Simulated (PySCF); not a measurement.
PySCF 2.14.0, DF-MP2 (frozen core)/cc-pvtz, df: F[SiH2]CN([SiH3])[SiH3], 16 atoms. The geometry is a generated start, not checked to be a minimum at this level.

| Quantity | Value |
|---|---|
| task | df-mp2 |
| basis | cc-pvtz |
| two-electron scheme | density fitting |
| frozen core | true |
| mf.init_guess | minao (default) |
| mf.DIIS | CDIIS (default) |
| mf.diis_space | 8 (default) |
| mf.conv_tol | 1e-09 (default) |
| basis functions (reference run) | 332 |

On 4 threads, 1 BLAS thread. Build: conda-forge: OpenMP (GNU), OpenBLAS with its own threads, libcint, Libxc. Each setting ran once; only counts and results are compared.

Values of mol.max_memory tried: 8000 MB, 4000 MB, 2000 MB, 1000 MB, 500 MB, 300 MB, 200 MB.

Problem. Which of these memory settings still run, and by which path?

Solution. It runs down to 200 MB, the lowest tried, with the same result. At 8000 MB: fitted integrals in memory. From 500 MB down: fitted integrals in a file.

```tsv
mol.max_memory	path	peak memory
8000 MB	fitted integrals in memory	0.87 GiB
4000 MB	fitted integrals in memory	0.87 GiB
2000 MB	fitted integrals in memory	0.87 GiB
1000 MB	fitted integrals in memory	0.64 GiB
500 MB	fitted integrals in a file	0.35 GiB
300 MB	fitted integrals in a file	0.24 GiB
200 MB	fitted integrals in a file	0.18 GiB
```

Peak memory is the kernel's count for the largest process, libraries included and scratch files not.
